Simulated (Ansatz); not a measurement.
The reference is Li2Se in the anti-fluorite structure (space group Fm-3m, No. 225; a = 5.945 Å).

The values are results of PBEsol, PAW, 420 eV (Ansatz, a program for electronic structure; no spin-orbit coupling), not measurements.

Strains are applied to the cell and any free atomic positions relax.

One change was made to it. Results:

The valley order (the lowest conduction-band minima on the path, energy above the VBM, named in the base's zone) changes from X along ⟨100⟩ 2.82 eV; Γ 3.36 eV to X along ⟨100⟩ 2.77 eV; Γ 3.56 eV; the smallest direct gap rises by 0.20 eV, from 3.36 eV to 3.56 eV; the pressure goes from zero to 1.74 GPa; the mean gap deformation potential ΔEg/Δln V comes out as +1.0 eV.

### Question
Which change produced these results?
A. isotropic strain −3.00 %
B. isotropic strain −1.50 %
C. isotropic strain +1.50 %
D. isotropic strain +2.50 %
E. isotropic strain −2.50 %

### Answer
B, isotropic strain −1.50 %. For comparison, the valley order in the other runs: isotropic strain −3.00 % gives X along ⟨100⟩ 2.72 eV; Γ 3.77 eV; isotropic strain +1.50 % gives X along ⟨100⟩ 2.85 eV; Γ 3.18 eV; isotropic strain +2.50 % gives X along ⟨100⟩ 2.87 eV; Γ 3.06 eV; isotropic strain −2.50 % gives X along ⟨100⟩ 2.74 eV; Γ 3.70 eV.

Gaps are read on the SCF mesh and a high-symmetry path. No phonon test of stability was made.
